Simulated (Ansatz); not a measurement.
Effect of x(Hg) = 0.5, 4 atoms, R3m on CdTe

Start from CdTe in the zinc blende structure (space group F-43m, No. 216; a = 6.489 Å).

The other end (x = 1) is HgTe in the zinc blende structure (space group F-43m, No. 216): 34.48 Å³/atom, gap zero.

Perturbation: Hg replaces 50.0 % of the Cd, ordered in a cell of 4 atoms (starting symmetry R3m) and fully relaxed.

Calculations: PBEsol (Ansatz, a program for electronic structure, PAW, scalar-relativistic without spin-orbit coupling). Γ-centred 9×9×9 mesh, Fermi–Dirac width 0.05 eV.

- Shortest interatomic distance: 281.1 pm (base 281.0 pm)
- Band gap: zero (base 0.65 eV)
- Mixing energy: 0.00 eV/atom (to 0.01 eV only: unlike meshes or grids)
- Deviation of the volume from the linear (Vegard-type) interpolation: 0.0 %
- Mean first-shell distances: Cd–Te 2.811 Å (end compound 2.810 Å), Hg–Te 2.818 Å (end compound 2.819 Å)

Final structure:

```xyz
4
Lattice="2.2996 1.3277 7.4946 -2.2996 1.3277 7.4946 0.0000 -2.6554 7.4946" Properties=species:S:1:pos:R:3 pbc="T T T"
Te     0.0000     0.0000     2.8200
Te     0.0000     0.0000    14.0496
Hg     0.0000     0.0000    22.4831
Cd     0.0000     0.0000    11.2359
```

Cost of the whole job for the changed cell (relaxation, final SCF and bands): around 7 core-minutes (rough).

These are small ordered cells, not random alloys; other orderings at the same x differ. With Hg and Te present, leaving out spin-orbit coupling can change the band edges. Stability against distortions was not tested. The final runs are not spin-polarised. The zero or small gap of CdHgTe2 and HgTe can change with the level of theory.
